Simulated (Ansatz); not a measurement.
The reference is VBiO4 (space group I4_1/a, No. 88; a = 5.1660 Å, c = 11.7795 Å).

Method: Ansatz (a program for electronic structure) PBE, without spin-orbit coupling, earlier PAW set.

For the base:

```
Property               Result
-------------------  --------
Volume per atom      13.10 Å³
Band gap              2.26 eV
c/a ratio               2.280
Smallest direct gap   2.29 eV
```

Perturbation: cell and atoms relaxed at a pressure of 4.2 GPa.

Problem. What does the calculation give for the volume per atom, band gap, c/a ratio and smallest direct gap after the change?

Solution. The volume per atom shrinks by 0.41 Å³, from 13.10 Å³ to 12.69 Å³; the band gap decreases by 0.10 eV, from 2.26 eV to 2.16 eV; the c/a ratio shrinks by 0.013, from 2.280 to 2.267; the smallest direct gap falls by 0.07 eV, from 2.29 eV to 2.22 eV.

With Bi present, leaving out spin-orbit coupling can change the band edges. Load acts through the strain it causes; cell and atoms are relaxed under it. Stability against distortions was not tested. Starting moments died away, wholly or in part, for the base; another magnetic solution may exist. All final runs are without spin polarisation.
